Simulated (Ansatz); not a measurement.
AlN: pressure series

Start from AlN in the zinc blende structure (space group F-43m, No. 216; a = 4.370 Å).

Cell and atoms are relaxed at each pressure.

The values are results of r2SCAN (Ansatz, a program for electronic structure, PAW, spin-orbit coupling left out), not measurements.

Notes on the quantities. enthalpy: H = E + PV relative to the base's energy.

```tsv
variant	band gap	lattice parameter a	smallest direct gap	enthalpy
base	3.94 eV	437.0 pm	4.84 eV	–
pressure −2 GPa	3.93 eV	438.4 pm	4.75 eV	-0.13 eV/atom
pressure −1 GPa	3.94 eV	437.7 pm	4.80 eV	-0.07 eV/atom
pressure 0.9 GPa	3.94 eV	436.4 pm	4.88 eV	+0.06 eV/atom
pressure 2.1 GPa	3.95 eV	435.6 pm	4.93 eV	+0.14 eV/atom
pressure 4.5 GPa	3.96 eV	434.0 pm	5.03 eV	+0.29 eV/atom
pressure 9 GPa	3.97 eV	431.2 pm	5.22 eV	+0.57 eV/atom
pressure 15 GPa	3.99 eV	427.9 pm	5.44 eV	+0.95 eV/atom
pressure 22.5 GPa	4.01 eV	424.1 pm	5.70 eV	+1.40 eV/atom
pressure 30 GPa	4.02 eV	420.6 pm	5.95 eV	+1.84 eV/atom
```

Load acts through the strain it causes; cell and atoms are relaxed under it. Whether these cells are dynamically stable was not tested. Tetrahedral semiconductors of this kind turn to denser phases somewhere between about 1 and 50 GPa; those were not computed, so compressed cells here can lie past the real transition. This is not the structure that AlN has at room temperature and ambient pressure.
